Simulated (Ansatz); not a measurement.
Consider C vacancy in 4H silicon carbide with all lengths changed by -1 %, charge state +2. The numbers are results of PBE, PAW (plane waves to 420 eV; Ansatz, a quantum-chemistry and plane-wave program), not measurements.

Cell of 72 host sites held at the strained lattice (strain from the relaxed PBE one, atoms relaxed); a 2×2×2 k-point mesh shifted by half a step along c; Fermi-Dirac width 0.01 eV, spin-restricted; finite-size errors left in. Static, classical nuclei. The charge state is imposed; whether it is stable for some Fermi level was not computed. Forms of the defect that were not tried may lie lower. The start lies 0.047 eV above the lowest site run (PBE).

Relaxed starting cell (atoms counted from 1):

```xyz
71
Lattice="9.1894 0.0000 0.0000 -4.5947 7.9583 0.0000 0.0000 0.0000 10.0280" Properties=species:S:1:pos:R:3 pbc="T T T"
Si     0.0057     0.0011     4.9932
Si    -1.5350     2.6541     5.0023
Si    -3.0618     5.2986     5.0023
Si     3.0602     0.0011     4.9932
Si     1.5330     2.6464     4.9932
Si    -0.0040     5.3011     5.0013
Si     6.1276     0.0048     5.0013
Si     4.6009     2.6541     5.0022
Si     3.0698     5.3011     5.0013
Si    -0.0763    -0.0462    10.0509
Si    -1.5417     2.6581    10.0337
Si    -3.0617     5.2908    10.0338
Si     3.1422    -0.0461    10.0509
Si     1.5330     2.7408    10.0508
Si     0.0118     5.3101    10.0299
Si     6.1277    -0.0134    10.0298
Si     4.6077     2.6581    10.0337
Si     3.0541     5.3101    10.0299
Si     1.5329     0.8830     7.4056
Si    -0.0119     3.5406     7.5016
Si    -1.5326     6.1745     7.5016
Si     4.6070     0.8919     7.5015
Si     3.0778     3.5406     7.5016
Si     1.5329     6.1884     7.5057
Si     7.6483     0.8919     7.5016
Si     6.1277     3.5357     7.5086
Si     4.5984     6.1745     7.5015
Si    -0.0100     1.7737     2.5075
Si    -1.5334     4.4180     2.5070
Si    -3.0618     7.0595     2.5074
Si     3.0759     1.7737     2.5075
Si     1.5329     4.4275     2.5011
Si     0.0080     7.0688     2.5011
Si     6.1277     1.7708     2.5070
Si     4.5992     4.4180     2.5070
Si     3.0578     7.0688     2.5011
C     -0.0017    -0.0031     6.9084
C     -1.5319     2.6524     6.8835
C     -3.0618     5.3023     6.8835
C      3.0675    -0.0031     6.9084
C      1.5330     2.6550     6.9084
C      0.0024     5.3048     6.8840
C      6.1276    -0.0026     6.8840
C      4.5977     2.6524     6.8835
C      3.0634     5.3048     6.8839
C      0.0188     0.0087     1.8651
C     -1.5313     2.6520     1.8738
C     -3.0618     5.3028     1.8739
C      3.0470     0.0087     1.8651
C      1.5330     2.6312     1.8651
C     -0.0007     5.3030     1.8714
C      6.1276     0.0010     1.8714
C      4.5973     2.6520     1.8738
C      3.0665     5.3030     1.8715
C     -0.0048     3.5213     9.3892
C     -1.5458     6.1902     9.3892
C      4.5868     0.8955     9.3892
C      3.0708     3.5213     9.3892
C      1.5330     6.1884     9.3948
C      7.6685     0.8955     9.3892
C      6.1277     3.5357     9.3966
C      4.6117     6.1901     9.3892
C      0.0012     1.7673     4.3874
C     -1.5308     4.4195     4.3852
C     -3.0618     7.0724     4.3874
C      3.0647     1.7673     4.3874
C      1.5329     4.4151     4.3870
C     -0.0029     7.0751     4.3870
C      6.1277     1.7678     4.3851
C      4.5967     4.4195     4.3852
C      3.0687     7.0751     4.3870
```
Cell charge +2.

End state 1 differs by these moves (Å; atoms that move under 0.08 Å are left out):

```tsv
atom	element	Δx	Δy	Δz
10	Si	0.08	0.03	-0.02
13	Si	-0.15	0.00	0.00
14	Si	-0.01	-0.08	-0.02
16	Si	0.08	-0.03	0.02
17	Si	-0.01	0.08	0.02
19	Si	-0.01	0.01	0.10
22	Si	-0.01	-0.01	-0.10
57	C	-3.04	0.00	0.00
```

**Question.** Predict the forward and backward barriers to end state 1 from PBE, PAW.

**Answer.** forward 4.99 eV, backward 4.99 eV; at the saddle point atom 57 has neighbours Si at 1.78, 2 Si at 2.13, Si at 2.21, Si at 2.22 Å. The saddle point's order was not checked.
